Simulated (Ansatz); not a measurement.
Start from Pd in the fcc (Cu type) structure (space group Fm-3m, No. 225; a = 3.943 Å).

Calculations: PBE, PAW, 420 eV (Ansatz, a quantum-chemistry and plane-wave program; spin-orbit coupling left out).

One change was made to it. Results:

```
quantity                              base        after
-----------------------------  -----------  -----------
density                        11.53 g/cm³  11.59 g/cm³
shortest interatomic distance      2.788 Å      2.783 Å
```

Problem. What was done to the base?
A) pressure 15 GPa
B) pressure 22.5 GPa
C) pressure 0.9 GPa

Solution. C, pressure 0.9 GPa. For comparison, the density in the other runs: pressure 15 GPa gives 12.41 g/cm³; pressure 22.5 GPa gives 12.76 g/cm³.

Load acts through the strain it causes; cell and atoms are relaxed under it. Stability against distortions was not tested. Competing high-pressure phases were not computed. All final runs are without spin polarisation.
